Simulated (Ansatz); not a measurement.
Band structure of Cs2InCuF6 (Fm-3m, 10 atoms in the cell).

```
Cs2InCuF6
1.0
    0.00000     4.30768     4.30768
    4.30768     0.00000     4.30768
    4.30768     4.30768     0.00000
Cs Cu In F
2 1 1 6
Direct
  0.25000   0.25000   0.25000
  0.75000   0.75000   0.75000
  0.50000   0.50000   0.50000
  0.00000   0.00000   0.00000
  0.74910   0.25090   0.25090
  0.25090   0.74910   0.74910
  0.25090   0.74910   0.25090
  0.74910   0.25090   0.74910
  0.25090   0.25090   0.74910
  0.74910   0.74910   0.25090
```

Method: PBE (plane waves, PAW; Ansatz, a quantum-chemistry and plane-wave program).

Settings: kpoints.mp_grid.grid = 6 6 6; hamiltonian.xc = pbe; hamiltonian.pseudopotentials = {kind: paw} (the program's default PAW files); scf.occupations.method = fermi_dirac; scf.occupations.width = 0.05 eV; kpoints.band_path.npoints = 16.

The starting cell was generated: these elements placed on a structure prototype, without a prior relaxation; it need not be a known phase or ordering of this composition. Spin polarisation is off, so a magnetic state, if there is one, cannot be reached. The run gives no clean gap (levels at the Fermi energy touch, overlap or are partly filled at this smearing), which alone does not show that the compound is a metal.

Levels in eV from the Fermi level, bands 43 to 50:
```json
[
 {"point": "Γ", "43": "-0.87", "44": "-0.87", "45": "-0.30", "46": "-0.14", "47": "-0.14", "48": "3.81", "49": "3.81", "50": "3.81"},
 {"point": "X", "43": "-0.84", "44": "-0.82", "45": "-0.82", "46": "-0.14", "47": "1.88", "48": "4.28", "49": "4.52", "50": "5.20"},
 {"point": "W", "43": "-0.85", "44": "-0.82", "45": "-0.67", "46": "-0.25", "47": "1.83", "48": "4.26", "49": "5.13", "50": "5.13"},
 {"point": "K", "43": "-0.83", "44": "-0.83", "45": "-0.69", "46": "-0.22", "47": "1.79", "48": "4.16", "49": "4.86", "50": "5.41"},
 {"point": "L", "43": "-0.85", "44": "-0.85", "45": "-0.30", "46": "-0.30", "47": "1.16", "48": "3.39", "49": "5.22", "50": "5.22"},
 {"point": "U", "43": "-0.83", "44": "-0.83", "45": "-0.69", "46": "-0.22", "47": "1.79", "48": "4.16", "49": "4.86", "50": "5.41"}
]
```

Bands cross the Fermi level along this path, so the cell is metallic at this level.

Keys are those of Ansatz 0.2.
